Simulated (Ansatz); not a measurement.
Alloy series in GaAs

Consider GaAs in the zinc blende structure (space group F-43m, No. 216).

```
GaAs
1.0
    0.00000     2.87279     2.87279
    2.87279     0.00000     2.87279
    2.87279     2.87279     0.00000
As Ga
1 1
Direct
  0.75000   0.75000   0.75000
  0.00000   0.00000   0.00000
```

The other end (x = 1) is GaP in the zinc blende structure (space group F-43m, No. 216): 20.87 Å³/atom, gap 1.58 eV.

P replaces a fraction x of As; each row is one arrangement (x, atoms in the cell, starting space group or random), fully relaxed.

Level of theory: PBE/PAW in Ansatz (an electronic-structure program), without spin-orbit coupling.

| change | mixing energy | electron mass | band gap | volume per atom |
|---|---|---|---|---|
| base | – | – | 0.16 eV | 23.71 Å³ |
| x(P) = 0.25, 8 atoms, Amm2 | +8 meV/atom | 0.030 mₑ along a, 0.032 mₑ along b, 0.031 mₑ along c (at Γ) | 0.44 eV | 22.96 Å³ |
| x(P) = 0.667, 6 atoms, I-4m2 | +7 meV/atom | 0.069 mₑ (at Γ) | 1.04 eV | 21.77 Å³ |
| x(P) = 0.75, 8 atoms, P-4m2 | +7 meV/atom | 0.077 mₑ (at Γ) | 1.16 eV | 21.54 Å³ |
| x(P) = 0.75, 8 atoms, I-42m | +4 meV/atom | 0.078 mₑ (at Γ) | 1.20 eV | 21.53 Å³ |

Each cell is one ordered arrangement of few atoms, which overstates ordering effects compared with a random alloy. Effective masses come from finite differences of ±0.01 Å⁻¹. Whether these cells are dynamically stable was not tested. The real GaP has an indirect gap at ambient pressure; PBE orders its close-lying valleys differently. A zero or small gap of GaAs can be the functional's error rather than a property of the material.
